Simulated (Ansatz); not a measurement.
## Rh under a change: biaxial strain −2.08 %, plane normal [111], relaxed out of plane

Start from Rh in the fcc (Cu type) structure (space group Fm-3m, No. 225; a = 3.782 Å; relaxed with 0.1 eV smearing). Axes: x, y, z lie along the cube axes.

The change: compressive biaxial strain of 2.08 % in the plane normal to [111], as in epitaxy on a mismatched substrate; the out-of-plane cell vector and the atoms relax.

All numbers come from PBEsol in Ansatz (plane waves to 420 eV, PAW, no SOC). k-mesh 30×30×30 (Γ-centred); smearing 0.1 eV (Fermi–Dirac).

The volume per atom decreases by 0.41 Å³ to 13.11 Å³ and the space group becomes R-3m (No. 166) (base: Fm-3m (No. 225)). The energy goes up by 25 meV/atom and the pressure (mean of the normal stresses, compression positive) goes from zero to 10.2 GPa. The band gap remains zero and the out-of-plane strain comes out as +1.15 %. The ratio −ε⊥/ε∥ comes out as 0.56 and the mean in-plane stress (compression positive) amounts to +15.2 GPa.

Stability against distortions was not tested. All final runs are without spin polarisation.

Ansatz is an electronic-structure program.
